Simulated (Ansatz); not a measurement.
The reference is WSi₂ (space group I4/mmm, No. 139; a = 3.185 Å, c = 7.773 Å; relaxed with 0.1 eV smearing). Axes: x, y, z lie along a, b, c of the conventional cell.

Level of theory: DFT with LDA, PAW potentials and a 420 eV plane-wave cutoff in Ansatz (a first-principles code), scalar-relativistic without spin-orbit coupling.

The change: the cell is stretched by 3.00 % along x with no lateral relaxation, atoms relaxed at fixed cell.

Task: Predict the stress tensor and what it implies for the stiffness.

Result: Stress of the strained cell less that of the base (GPa, compression positive):
```
  -12.3     0.0     0.0
    0.0    -3.6     0.0
    0.0     0.0    -2.8
```

Then −Δσ_ii/ε with ε = 0.0300 gives secant stiffness values (nonlinear terms included at this strain): C11 ≈ 411 GPa, C12 ≈ 120 GPa and C13 ≈ 94 GPa.

As a check, the harmonic strain energy −½ V₀ Δσ:ε is 15 meV/atom; the computed energy rise is 16 meV/atom.

No phonon test of stability was made. All final runs are without spin polarisation.
